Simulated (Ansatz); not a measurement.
Base system: ZrS₂ in the fluorite structure (space group Fm-3m, No. 225; a = 6.2563 Å; a hypothetical phase, not in the database extracts checked). Axes: x, y, z lie along the cube axes.

All numbers come from r2SCAN in Ansatz (plane waves to 500 eV, PAW, no spin-orbit coupling).

Strains are applied to the cell and any free atomic positions relax; under biaxial strain the out-of-plane vector relaxes too.

One change was made to it. Results:

```tsv
quantity	base	after
pressure	0.00 GPa	1.86 GPa
energy relative to the base (free energy F)	0 meV/atom	+1.9 meV/atom
```

Q: Name the change that was made.
A. biaxial strain +2.58 %, plane normal [001], relaxed out of plane
B. biaxial strain −0.53 %, plane normal [110], relaxed out of plane
C. isotropic strain −0.54 %
D. biaxial strain +1.58 %, plane normal [001], relaxed out of plane

A: C, isotropic strain −0.54 %. For comparison, the energy relative to the base in the other runs: biaxial strain +2.58 %, plane normal [001], relaxed out of plane gives +22 meV/atom; biaxial strain +1.58 %, plane normal [001], relaxed out of plane gives +8.2 meV/atom; biaxial strain −0.53 %, plane normal [110], relaxed out of plane gives +0.4 meV/atom.

The mesh was chosen for an insulator and is coarse for the gapless case. No phonon test of stability was made. All final runs are without spin polarisation.

Ansatz is a first-principles code.
